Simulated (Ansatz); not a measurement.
Functionals compared on the (11-20) surface of hcp Os in its 1x1 cell, outermost plane spacing 1.38 Å in the ideal cut, in Ansatz (plane waves, PAW). The structure was relaxed with PBE; the other rows are single points on it, each with its references at the same level. Cutoff 420 eV (500 eV for r2SCAN).

Set-up: 16 atoms, 9.6 Å thick at the start (thin: gaps and levels are the slab's own); mesh 9x8x1; 0.1 eV smearing; dipole correction on; all atoms relaxed; symmetry of the start imposed; no spin, no spin-orbit, no U. These notes are the PBE run's.

```tsv
functional	surface energy (J/m²)	work function of the top face (eV)	rough cost of the single point
PBE	4.14	4.78	–
LDA	…	…	around 2.1 core-minutes (rough)
PBEsol	4.60	4.88	roughly 2.3 core-minutes
RPBE	3.91	4.63	roughly 2.1 core-minutes
r2SCAN	4.43	4.81	roughly 4 core-minutes
```

Q: Fill in the missing entries.

A: 
- LDA, surface energy (J/m²): 4.73
- LDA, work function of the top face (eV): 5.10

Ansatz is a first-principles code.
